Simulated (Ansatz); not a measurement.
The structure below was relaxed with plane-wave PAW DFT at the PBEsol level (Ansatz, an electronic-structure program, 420 eV), no spin-orbit coupling, at pressure 30 GPa.

```xyz
4
Lattice="3.6386 0.0000 0.0000 -1.8193 3.1511 0.0000 0.0000 0.0000 7.1217" Properties=species:S:1:pos:R:3 pbc="T T T"
Cd     0.0000     2.1007     0.1650
Cd     1.8193     1.0504     3.7259
Se     0.0000     2.1007     2.5128
Se     1.8193     1.0504     6.0736
```

Task: Find the space group and the Wyckoff positions.

Result: Space group P6₃mc (No. 186); a = b = 3.639 Å, c = 7.122 Å, α = β = 90.00°, γ = 120.00°

```
atom  site  symmetry       x       y       z
----  ----  --------  ------  ------  ------
Cd      2b       3m.  0.3333  0.6667  0.0232
Se      2b       3m.  0.3333  0.6667  0.3528
```

Task: Describe the coordination.

Result: The crystal has 4 atoms in its conventional cell. Lattice parameters: a = b = 3.6386 Å, c = 7.1217 Å, α = β = 90.00°, γ = 120.00°. Cd is coordinated by 4 Se at 2.348–2.426 Å (tetrahedral). Se is coordinated by 4 Cd at 2.348–2.426 Å (tetrahedral). (Neighbours: up to the widest gap in distance over summed covalent radii, below 1.35, at either atom; cation-cation and far metal-metal contacts left out.)

Load acts through the strain it causes; cell and atoms are relaxed under it. No phonon test of stability was made. All final runs are without spin polarisation. Measured, CdSe leaves this structure (for rock salt) near 2.72 GPa (temperature not stated; as listed in Datta, Sujoy, Jana, Debnarayan, arXiv (2020)), on rising pressure, with hysteresis. The cell was made from CdSe in the wurtzite structure (space group P6_3mc, No. 186) by this change: pressure 30 GPa.
